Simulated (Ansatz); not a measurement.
# Carrier properties of MgSe under load (space group Fm-3m)

Consider the following.

```xyz
2
Lattice="0.0000 2.6300 2.6300 2.6300 0.0000 2.6300 2.6300 2.6300 0.0000" Properties=species:S:1:pos:R:3 pbc="T T T"
Mg     0.0000     0.0000     0.0000
Se     2.6300     2.6300     2.6300
```

These are r2SCAN with spin-orbit coupling, rigid bands (plane waves, PAW; Ansatz, an electronic-structure program) values and carry that method's errors. Condition of this run: hydrostatic pressure 10 GPa (the target of the relaxation). Geometry: cell and atoms relaxed with r2SCAN, then loaded as said.

```yaml
band_gap: 2.54 eV
electron conductivity mass (300 K, dilute): 0.31 mₑ
hole conductivity mass (300 K, dilute): 0.84 mₑ
effective density of states N_c (300 K): 1.4e19 cm⁻³
effective density of states N_v (300 K): 4.2e19 cm⁻³
density_of_states_mass_electrons: 0.69 mₑ
density_of_states_mass_holes: 1.41 mₑ
Seebeck coefficient, n-type 1e19 cm⁻³, 300 K: -247 μV/K
best n-type power factor at 300 K for τ = 10 fs (best axis; densities from 1e16 to 1e21 cm⁻³ tried, whether or not they can be reached): 7.1 μW/(cm·K²) at 3e19 cm⁻³
Seebeck coefficient, p-type 1e19 cm⁻³, 300 K: 341 μV/K
```

Rigid bands; masses and Seebeck coefficients take one relaxation time τ for all states and one kind of carrier; polarons and phonon drag are left out.
